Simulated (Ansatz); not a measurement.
Hypothetical wurtzite BeS: pressure series

Start from BeS in the wurtzite structure (space group P6_3mc, No. 186; a = 3.4118 Å, c = 5.6247 Å; a hypothetical phase, not in the database extracts checked).

Cell and atoms are relaxed at each pressure.

Computed with PBEsol in Ansatz (plane waves to 420 eV, PAW, scalar-relativistic without spin-orbit coupling).

```
P (GPa)  V (Å³/atom)
-------  -----------
-1.99         14.483
-0.99         14.325
0.30          14.132
0.70          14.075
1.50          13.964
3.01          13.765
5.02          13.520
7.50          13.243
10.00         12.988
```

A third-order Birch–Murnaghan fit to these points gives V₀ = 14.18 Å³/atom, B₀ = 97 GPa and B₀′ = 3.8. At pressure 10 GPa the volume is 91.6 % of V₀.

Between the base and pressure 10 GPa the gap moves from 3.44 eV to 3.07 eV, a mean slope of -37 meV/GPa.

Load acts through the strain it causes; cell and atoms are relaxed under it. No phonon test of stability was made. Competing high-pressure phases were not computed.

Ansatz is a first-principles code.
